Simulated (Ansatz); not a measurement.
The parent structure is SrTiO3 in the cubic perovskite structure (space group Pm-3m, No. 221; a = 3.891 Å).

Method: Ansatz (a program for electronic structure) PBEsol, no SOC.

Strains are applied to the cell and any free atomic positions relax.

One change was made to it. Results:

```csv
quantity,base,after
smallest direct gap,2.19 eV,2.26 eV
band gap,1.85 eV,1.98 eV
pressure,-0.01 GPa,15.89 GPa
```

Question: Which of these changes matches the shifts?
A) isotropic strain −2.40 %
B) isotropic strain −0.60 %
C) isotropic strain −3.00 %
D) isotropic strain −1.20 %

Answer: A, isotropic strain −2.40 %. For comparison, the pressure in the other runs: isotropic strain −0.60 % gives 3.49 GPa; isotropic strain −3.00 % gives 20.74 GPa; isotropic strain −1.20 % gives 7.29 GPa.

Stability against distortions was not tested. The final runs are not spin-polarised. Many cubic perovskites are stable only at high temperature; tilts and polar distortions were not tested.
